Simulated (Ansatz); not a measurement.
Hypothetical diamond W, pressure series

Take W in the diamond structure (space group Fd-3m, No. 227; a hypothetical phase, not in the database extracts checked) as the base.

```
W
1.0
    0.00000     2.87772     2.87772
    2.87772     0.00000     2.87772
    2.87772     2.87772     0.00000
W
2
Direct
  0.25000   0.25000   0.25000
  0.00000   0.00000   0.00000
```

Cell and atoms are relaxed at each pressure.

Computed with plane-wave PAW DFT at the PBEsol level (Ansatz, a first-principles code, 420 eV), no SOC.

Notes on the quantities. enthalpy: H = E + PV relative to the base's energy.

```tsv
case	shortest interatomic distance	density	enthalpy
base	2.492 Å	12.81 g/cm³	–
pressure −2 GPa	2.506 Å	___	-0.30 eV/atom
pressure −1 GPa	2.499 Å	12.71 g/cm³	-0.15 eV/atom
pressure 0.3 GPa	2.490 Å	12.84 g/cm³	+0.04 eV/atom
pressure 0.7 GPa	___	12.88 g/cm³	+0.10 eV/atom
pressure 1.5 GPa	2.483 Å	12.96 g/cm³	+0.22 eV/atom
pressure 3 GPa	2.474 Å	13.10 g/cm³	+0.44 eV/atom
pressure 5 GPa	2.462 Å	13.28 g/cm³	+0.73 eV/atom
pressure 7.5 GPa	2.449 Å	13.50 g/cm³	+1.09 eV/atom
pressure 10 GPa	___	___	+1.44 eV/atom
```

Problem. Some entries are withheld; estimate them.

Solution. 
- pressure −2 GPa, density: 12.61 g/cm³
- pressure 0.7 GPa, shortest interatomic distance: 2.488 Å
- pressure 10 GPa, shortest interatomic distance: 2.437 Å
- pressure 10 GPa, density: 13.71 g/cm³

Load acts through the strain it causes; cell and atoms are relaxed under it. Stability against distortions was not tested. No other phases were tried under pressure. The final runs are not spin-polarised.
